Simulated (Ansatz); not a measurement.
# A computed series for hypothetical rock salt BN: carrier doping

Take BN in the rock salt structure (space group Fm-3m, No. 225; a = 3.503 Å; a hypothetical phase, not in the database extracts checked) as the base.

Carriers are added at fixed cell with a uniform background; the Fermi–Dirac width is that of 300 K.

Levels (all Ansatz, a quantum-chemistry and plane-wave program, PAW): PBE (420 eV, scalar-relativistic without spin-orbit coupling); PBEsol (420 eV, no SOC).

The base cell above is that of PBE; each level relaxes its own structures.

```json
[
 {"case": "electrons 7.0×10^20 cm⁻³", "gap between the host's bands, PBE": "1.13 eV", "gap between the host's bands, PBEsol": "1.29 eV"},
 {"case": "electrons 1.0×10^21 cm⁻³", "gap between the host's bands, PBE": "1.13 eV", "gap between the host's bands, PBEsol": "1.29 eV"},
 {"case": "electrons 7.0×10^21 cm⁻³", "gap between the host's bands, PBE": "1.15 eV", "gap between the host's bands, PBEsol": "1.31 eV"},
 {"case": "electrons 2.0×10^22 cm⁻³", "gap between the host's bands, PBE": "1.19 eV", "gap between the host's bands, PBEsol": "1.35 eV"},
 {"case": "holes 7.0×10^20 cm⁻³", "gap between the host's bands, PBE": "1.14 eV", "gap between the host's bands, PBEsol": "1.30 eV"},
 {"case": "holes 1.0×10^21 cm⁻³", "gap between the host's bands, PBE": "1.15 eV", "gap between the host's bands, PBEsol": "1.30 eV"},
 {"case": "holes 7.0×10^21 cm⁻³", "gap between the host's bands, PBE": "1.24 eV", "gap between the host's bands, PBEsol": "1.39 eV"},
 {"case": "holes 2.0×10^22 cm⁻³", "gap between the host's bands, PBE": "1.43 eV", "gap between the host's bands, PBEsol": "1.58 eV"}
]
```

PBE lies below PBEsol in every row, by 0.15 eV to 0.16 eV. Near ties aside, they put the cases in the same order.

Charged cell with a jellium background: band edges are those of the host's band count, energies are not comparable with the neutral cell, and many-body gap narrowing is missing. Stability against distortions was not tested.
